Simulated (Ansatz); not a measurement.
**ZnCu: response to strain**

The parent structure is ZnCu in the CsCl type structure (space group Pm-3m, No. 221; a = 2.9085 Å; relaxed with 0.1 eV smearing).

Strains are applied to the cell and any free atomic positions relax.

Calculations: PBEsol/PAW in Ansatz (an electronic-structure program), spin-orbit coupling left out.

Candidates:
(a) isotropic strain +1.00 %
(b) isotropic strain +2.00 %
(c) isotropic strain −2.00 %

Notes on the quantities. energy relative to the base: free energy F.

Q: Order them by energy relative to the base, highest first.

A: (c) isotropic strain −2.00 % (+20 meV/atom), (b) isotropic strain +2.00 % (+17 meV/atom), (a) isotropic strain +1.00 % (+4.5 meV/atom)

Whether these cells are dynamically stable was not tested. All final runs are without spin polarisation.
